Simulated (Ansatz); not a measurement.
We consider Re2B (model structure, started from the Cu2Sb type, P4/nmm, No. 129, 6 atoms in the cell), described by PBE (PAW; Ansatz, a first-principles code).

Run with plane-wave cutoff 520 eV, 14×14×10 k mesh (along the axes of the cell as run), Fermi–Dirac smearing 0.05 eV, no spin polarisation, scalar-relativistic PAW data made under PBE.

Cell (relaxed at this level):

Re$_{2}$B is taken in the tetragonal space group P4/nmm, origin choice 1 (No. 129), Pearson symbol tP6. Lattice parameters: a = b = 3.539 Å, c = 5.974 Å, α = β = γ = 90.00°. Re1 on 2a has 4 B at 2.469 Å and 4 Re at 2.502 Å and 4 Re at 2.735 Å and 4 Re at 3.539 Å. Re2 on 2c has 1 B at 2.165 Å and 4 B at 2.528 Å and 4 Re at 2.735 Å and 4 Re at 3.084 Å. B on 2c has 1 Re at 2.165 Å and 8 Re at 2.469–2.528 Å. (Neighbours: up to the widest gap in distance over summed covalent radii, below 1.35, at either atom; cation-cation and far metal-metal contacts left out.)

Task: What does this level give for the bulk modulus B0?

Result: 
bulk modulus B0: 318 GPa

Note: the run has no spin polarisation, so it can have missed a magnetic state; the bulk modulus is −V dP/dV from two relaxed cells at ±2 % in volume; the relaxation could raise the start's symmetry but not lower it, so the cell can be a saddle point.

Spin–orbit coupling is not included; it can open a gap where bands touch, and shift volumes and moduli.

The computed numbers hold no vibrational or temperature effects.

Computing time: around 11 core-minutes (rough).

A model structure was made by putting elements into a prototype or built by hand; it is no filed structure, need not be a known phase, and can be a saddle point held by its symmetry.
